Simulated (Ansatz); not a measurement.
What uniaxial strain ε_zz = −0.41 % does to NiO

The parent structure is NiO in the rock salt structure (space group Fm-3m, No. 225; a = 4.191 Å; ferromagnetic). Axes: x, y, z lie along the cube axes.

One thing is altered: the cell is compressed by 0.41 % along z with no lateral relaxation; the atoms relax in the strained cell.

Level of theory: r2SCAN in Ansatz (plane waves to 500 eV, PAW, no SOC), earlier PAW set. k-mesh 13×13×13 (Γ-centred); smearing 0.05 eV (Fermi–Dirac).

| quantity | base | changed | shift |
|---|---|---|---|
| volume per atom | 9.20 Å³ | 9.16 Å³ | -0.04 Å³ |
| space group | Fm-3m (No. 225) | I4/mmm (No. 139) | – |
| shortest interatomic distance | 2.095 Å | 2.087 Å | -0.0086 Å |
| energy relative to the base (free energy F) | 0 meV/atom | +0.2 meV/atom | +0.2 meV/atom |
| pressure (mean of the normal stresses, compression positive) | 0.0 GPa | 0.9 GPa | +0.9 GPa |
| band gap | 0.85 eV | 0.82 eV | -0.036 eV |
| gap character | – | indirect, N → Γ | – |
| smallest direct gap | 1.74 eV | 1.74 eV | 0.00 eV |
| magnetic state | ferromagnetic | ferromagnetic | – |
| largest site moment | 1.67 μB | 1.67 μB | 0.00 μB |
| stress (xx, yy, zz, yz, xz, xy; compression positive) | – | (0.5, 0.5, 1.6, 0.0, 0.0, 0.0) GPa | – |

Final structure:

```xyz
2
Lattice="0.0000 2.0953 2.0867 2.0953 0.0000 2.0867 2.0953 2.0953 0.0000" Properties=species:S:1:pos:R:3 pbc="T T T"
O      0.0000     0.0000     0.0000
Ni     2.0953     2.0953     2.0867
```

Stability against distortions was not tested. No Hubbard U is applied and the magnetic state is the run's own (NiO ferromagnetic); other magnetic orders, which need larger cells, were not tried and can change the gap. A gap here joins edges of opposite spin (a spin-flip gap). In its common phase, real NiO is an antiferromagnetic insulator at low temperature. k-point labels follow each cell's own Brillouin zone.

Ansatz is a quantum-chemistry and plane-wave program.
